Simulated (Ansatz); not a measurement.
Defect calculation: H interstitial started on Br in orthorhombic CsPbBr3

All values below come from PBE, PAW (plane waves to 420 eV; Ansatz, a quantum-chemistry and plane-wave program). Cell: 80 sites, 2×1×2 repeats of a cell of 20 atoms; final energies on a 1×2×1 shifted mesh. Site at the start: bound to Br(2), open side. Energies of charged states are corrected for periodic images (point charge plus alignment at distant sites). Dielectric constants: PBE linear response of the host. Host gap at this level: 2.13 eV. These values are not converged in cell size to better than tenths of an eV.  Spin–orbit coupling is left out, which matters for these heavy elements. Each state is the lowest found from its start.

The name describes the start; the neighbours show where the atoms ended.

Charges with a result: +1, 0, −1. Others weren't obtained, and one of them could lie lower, also by skipping a charge.

```
charge         moment (μB)  point group  largest move off a lattice site (Å)  neighbours of the last H atom of the defect at the end (Å)  image correction with alignment (eV)
------  ------------------  -----------  -----------------------------------  ----------------------------------------------------------  ------------------------------------
+1      not spin-polarised           C1                                 0.70                                   Br 1.66, Br 1.78, Pb 2.94                                  0.07
0*                     1.0           C1                                 0.71                                   Br 1.70, Br 1.75, Pb 2.94                                     –
−1*     not spin-polarised           C1                                 0.72                                   Br 1.69, Br 1.76, Pb 2.94                                     –
```

* At this level the carrier isn't localised at the defect: at charge 0 electrons occupy the conduction band; at charge −1 electrons occupy the conduction band. Such a state is shallow or no state of the defect, and this cell gives it no level.

Point groups are those of the whole cell at tolerances of 0.03 and 0.1 Å ("near" where only the looser one holds); none is given for unsettled states.

No other site or start that was run ended lower by more than 0.1 eV.

Flagged in the runs: a host whose relaxation on this sampling wasn't shown to rest, a strain field that reaches the edge of the cell.
